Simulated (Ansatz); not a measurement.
## MoTe2: response to strain

Consider MoTe2 (space group P6_3/mmc, No. 194; a = 3.497 Å, c = 13.696 Å; layered, stacked along the Cartesian z axis). Axes: x lies along a and z along c of the hexagonal cell.

Strains are applied to the cell and any free atomic positions relax.

The values are results of plane-wave PAW DFT at the PBE-D3(BJ) level (Ansatz, a first-principles code, 420 eV), spin-orbit coupling left out, not measurements.

Notes on the quantities. energy relative to the base: free energy F.

```tsv
uniaxial strain ε_zz (%)	energy relative to the base (meV/atom)
0	0.0
0.6	0.2
1.2	?
1.8	1.5
2.4	2.5
3	3.8
```

Fit ΔE = Aε² + Bε³ (ε in %) to the rows shown and predict the withheld row.

Least squares on the printed values gives A = 0.510 and B = -0.030 meV/atom (largest residual 0.0 meV/atom); this predicts 0.7 meV/atom, and the run gives 0.7 meV/atom, in agreement.

No phonon test of stability was made. The program warned that a D3 coordination switch lies within reach, so dispersion energies are less smooth here.
